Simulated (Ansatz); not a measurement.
## BeS: response to strain

Consider BeS in the zinc blende structure (space group F-43m, No. 216; a = 4.7964 Å). Axes: x, y, z lie along the cube axes.

Strains are applied to the cell and any free atomic positions relax; under biaxial strain the out-of-plane vector relaxes too.

Level of theory: LDA in Ansatz (plane waves to 420 eV, PAW, spin-orbit coupling left out).

Notes on the quantities. in-plane stress: mean in-plane stress (compression positive).

```tsv
case	band gap	ratio −ε⊥/ε∥	in-plane stress
base	2.82 eV	–	–
biaxial strain −3.00 %, plane normal [001], relaxed out of plane	2.48 eV	0.79	+6.1 GPa
biaxial strain −2.00 %, plane normal [001], relaxed out of plane	2.60 eV	0.80	+3.9 GPa
biaxial strain −1.50 %, plane normal [001], relaxed out of plane	2.66 eV	0.80	+2.9 GPa
biaxial strain −1.00 %, plane normal [001], relaxed out of plane	2.71 eV	0.81	+1.9 GPa
biaxial strain −0.50 %, plane normal [001], relaxed out of plane	2.77 eV	–	+0.9 GPa
biaxial strain +0.50 %, plane normal [001], relaxed out of plane	2.76 eV	–	-0.9 GPa
biaxial strain +1.00 %, plane normal [001], relaxed out of plane	2.69 eV	0.83	-1.7 GPa
biaxial strain +2.50 %, plane normal [001], relaxed out of plane	2.51 eV	0.84	-4.1 GPa
biaxial strain +3.00 %, plane normal [001], relaxed out of plane	2.46 eV	0.85	-4.9 GPa
```

Whether these cells are dynamically stable was not tested.

Ansatz is a first-principles code.
